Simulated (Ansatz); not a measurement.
The parent structure is CsPbCl3 in the cubic perovskite structure (space group Pm-3m, No. 221; a = 5.619 Å). Axes: x, y, z lie along the cube axes.

Calculations: PBEsol (Ansatz, a quantum-chemistry and plane-wave program; PAW; 420 eV plane waves; no SOC).

Strains are applied to the cell and any free atomic positions relax; under biaxial strain the out-of-plane vector relaxes too.

One change was made to it. Results:

The band gap shrinks by 0.11 eV (1.83 eV → 1.72 eV); the volume per atom decreases by 0.43 Å³ to 35.05 Å³.

### Question
Name the change that was made.
(A) biaxial strain −1.00 %, plane normal [111], relaxed out of plane
(B) biaxial strain −0.50 %, plane normal [111], relaxed out of plane
(C) biaxial strain −2.50 %, plane normal [111], relaxed out of plane
(D) biaxial strain −2.00 %, plane normal [111], relaxed out of plane

### Answer
D, biaxial strain −2.00 %, plane normal [111], relaxed out of plane. For comparison, the volume per atom in the other runs: biaxial strain −0.50 %, plane normal [111], relaxed out of plane gives 35.37 Å³; biaxial strain −1.00 %, plane normal [111], relaxed out of plane gives 35.26 Å³; biaxial strain −2.50 %, plane normal [111], relaxed out of plane gives 34.94 Å³.

With Pb present, leaving out spin-orbit coupling can change the band edges. No phonon test of stability was made. Many cubic perovskites are stable only at high temperature; tilts and polar distortions were not tested. This is not the structure that CsPbCl3 has at room temperature and ambient pressure.
